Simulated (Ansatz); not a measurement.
# Hypothetical diamond Ru, pressure series

Base system: Ru in the diamond structure (space group Fd-3m, No. 227; a = 5.3907 Å; a hypothetical phase, not in the database extracts checked).

Cell and atoms are relaxed at each pressure.

The values are results of plane-wave PAW DFT at the PBEsol level (Ansatz, a quantum-chemistry and plane-wave program, 420 eV), no spin-orbit coupling, not measurements.

Notes on the quantities. enthalpy: H = E + PV relative to the base's energy.

| change | enthalpy | volume per atom |
|---|---|---|
| base | – | 19.58 Å³ |
| pressure −2 GPa | -0.25 eV/atom | 19.80 Å³ |
| pressure −1 GPa | -0.12 eV/atom | 19.69 Å³ |
| pressure 0.3 GPa | +0.04 eV/atom | 19.55 Å³ |
| pressure 0.7 GPa | +0.09 eV/atom | 19.51 Å³ |
| pressure 1.5 GPa | +0.18 eV/atom | 19.42 Å³ |
| pressure 3 GPa | +0.36 eV/atom | 19.27 Å³ |
| pressure 5 GPa | +0.60 eV/atom | 19.08 Å³ |
| pressure 7.5 GPa | +0.90 eV/atom | 18.86 Å³ |
| pressure 10 GPa | +1.19 eV/atom | 18.65 Å³ |

Load acts through the strain it causes; cell and atoms are relaxed under it. Stability against distortions was not tested. Competing high-pressure phases were not computed. All final runs are without spin polarisation.
